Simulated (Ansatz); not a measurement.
Consider Al₂O₃ in the corundum structure (space group R-3c, No. 167).

```yaml
crystal:
  lattice:
    - [2.40441, 1.38819, 4.37462]
    - [-2.40441, 1.38819, 4.37462]
    - [0.00000, -2.77638, 4.37462]
  atoms:
    - { symbol: Al, position: [0.64785, 0.64785, 0.64785] }
    - { symbol: Al, position: [0.14785, 0.14785, 0.14785] }
    - { symbol: Al, position: [0.35215, 0.35215, 0.35215] }
    - { symbol: Al, position: [0.85215, 0.85215, 0.85215] }
    - { symbol: O, position: [0.75000, 0.44383, 0.05617] }
    - { symbol: O, position: [0.05617, 0.75000, 0.44383] }
    - { symbol: O, position: [0.25000, 0.55617, 0.94383] }
    - { symbol: O, position: [0.55617, 0.94383, 0.25000] }
    - { symbol: O, position: [0.94383, 0.25000, 0.55617] }
    - { symbol: O, position: [0.44383, 0.05617, 0.75000] }
```

Computed with PBE/PAW in Ansatz (a quantum-chemistry and plane-wave program), no spin-orbit coupling.

Strains are applied to the cell and any free atomic positions relax.

One change was made to it. Results:

| quantity | base | after |
|---|---|---|
| pressure (mean of the normal stresses, compression positive) | 0.00 GPa | -9.40 GPa |
| band gap | 5.85 eV | 5.31 eV |

Q: What was done to the base?
A) isotropic strain +1.50 %
B) isotropic strain +3.00 %
C) isotropic strain +0.75 %
D) isotropic strain +2.25 %

A: A, isotropic strain +1.50 %. For comparison, the band gap in the other runs: isotropic strain +0.75 % gives 5.58 eV; isotropic strain +3.00 % gives 4.78 eV; isotropic strain +2.25 % gives 5.04 eV.

Whether these cells are dynamically stable was not tested.
